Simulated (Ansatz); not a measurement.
# A computed series for TiPt3: pressure series

Consider TiPt3 in the Cu3Au type structure (space group Pm-3m, No. 221).

```
CELL_PARAMETERS angstrom
      3.94788     0.00000     0.00000
      0.00000     3.94788     0.00000
      0.00000     0.00000     3.94788
ATOMIC_POSITIONS crystal
  Ti 0.00000 0.00000 0.00000
  Pt 0.00000 0.50000 0.50000
  Pt 0.50000 0.00000 0.50000
  Pt 0.50000 0.50000 0.00000
```

Cell and atoms are relaxed at each pressure.

All numbers come from PBE (Ansatz, a program for electronic structure), scalar-relativistic without spin-orbit coupling.

Notes on the quantities. enthalpy: H = E + PV relative to the base's energy.

```csv
variant,lattice parameter a,enthalpy
base,3.948 Å,–
pressure −2 GPa,3.959 Å,-0.19 eV/atom
pressure −1 GPa,(withheld),-0.10 eV/atom
pressure 0.9 GPa,3.943 Å,+0.09 eV/atom
pressure 2.1 GPa,(withheld),+0.20 eV/atom
pressure 4.5 GPa,3.924 Å,+0.43 eV/atom
pressure 9 GPa,3.902 Å,+0.85 eV/atom
pressure 15 GPa,(withheld),+1.40 eV/atom
pressure 22.5 GPa,3.846 Å,+2.07 eV/atom
pressure 30 GPa,(withheld),+2.73 eV/atom
```

Q: Fill in the withheld entries from the trend.

A: 
- pressure −1 GPa, lattice parameter a: 3.954 Å
- pressure 2.1 GPa, lattice parameter a: 3.936 Å
- pressure 15 GPa, lattice parameter a: 3.876 Å
- pressure 30 GPa, lattice parameter a: 3.819 Å

Load acts through the strain it causes; cell and atoms are relaxed under it. Whether these cells are dynamically stable was not tested. No other phases were tried under pressure. All final runs are without spin polarisation.
